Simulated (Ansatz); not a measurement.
## Response to strain in InAs

The reference is InAs in the zinc blende structure (space group F-43m, No. 216).

```
CELL_PARAMETERS angstrom
      0.00000     3.04364     3.04364
      3.04364     0.00000     3.04364
      3.04364     3.04364     0.00000
ATOMIC_POSITIONS crystal
  In 0.00000 0.00000 0.00000
  As 0.25000 0.25000 0.25000
```

Cartesian axes are those of the cell as printed.

Strains are applied to the cell and any free atomic positions relax.

Method: PBEsol (Ansatz, an electronic-structure program), no SOC.

Notes on the quantities. pressure: mean of the normal stresses, compression positive; energy relative to the base: free energy F.

```json
[
 {"case": "base", "pressure": "0.0 GPa", "volume per atom": "28.20 Å³", "energy relative to the base": "0 meV/atom"},
 {"case": "uniaxial strain ε_zz = −1.00 %", "pressure": "0.6 GPa", "volume per atom": "27.91 Å³", "energy relative to the base": "+0.7 meV/atom"},
 {"case": "uniaxial strain ε_zz = −0.50 %", "pressure": "0.3 GPa", "volume per atom": "28.05 Å³", "energy relative to the base": "+0.2 meV/atom"},
 {"case": "uniaxial strain ε_zz = +0.50 %", "pressure": "-0.3 GPa", "volume per atom": "28.34 Å³", "energy relative to the base": "+0.2 meV/atom"},
 {"case": "uniaxial strain ε_zz = +1.00 %", "pressure": "-0.5 GPa", "volume per atom": "28.48 Å³", "energy relative to the base": "+0.7 meV/atom"},
 {"case": "uniaxial strain ε_zz = +1.50 %", "pressure": "-0.8 GPa", "volume per atom": "28.62 Å³", "energy relative to the base": "+1.5 meV/atom"},
 {"case": "uniaxial strain ε_zz = +2.00 %", "pressure": "-1.1 GPa", "volume per atom": "28.76 Å³", "energy relative to the base": "+2.7 meV/atom"},
 {"case": "uniaxial strain ε_zz = +2.50 %", "pressure": "-1.3 GPa", "volume per atom": "28.90 Å³", "energy relative to the base": "+4.2 meV/atom"},
 {"case": "uniaxial strain ε_zz = +3.00 %", "pressure": "-1.5 GPa", "volume per atom": "29.04 Å³", "energy relative to the base": "+6.1 meV/atom"}
]
```

The mesh was chosen for an insulator and is coarse for the gapless case. Stability against distortions was not tested. The final runs are not spin-polarised.
